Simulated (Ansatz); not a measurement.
Take ZnSiP₂ in the chalcopyrite structure (space group I-42d, No. 122; a = 5.353 Å, c = 10.445 Å) as the base.

Calculations: DFT with PBEsol, PAW potentials and a 420 eV plane-wave cutoff in Ansatz (an electronic-structure program), no spin-orbit coupling.

Before the change:

| Item | Result |
|---|---|
| Width of the top valence band | 1.30 eV |
| Band gap | 1.16 eV |
| Lattice parameter a | 10.116 bohr |

Modification: a negative pressure, −2 GPa.

### Question
What does the calculation give for the width of the top valence band, band gap and lattice parameter a after the change?

### Answer
The width of the top valence band drops by 0.05 eV (1.30 eV → 1.25 eV); the band gap rises by 0.05 eV (1.16 eV → 1.21 eV); the lattice parameter a increases by 0.078 bohr (10.116 bohr → 10.194 bohr).

Load acts through the strain it causes; cell and atoms are relaxed under it. No phonon test of stability was made.
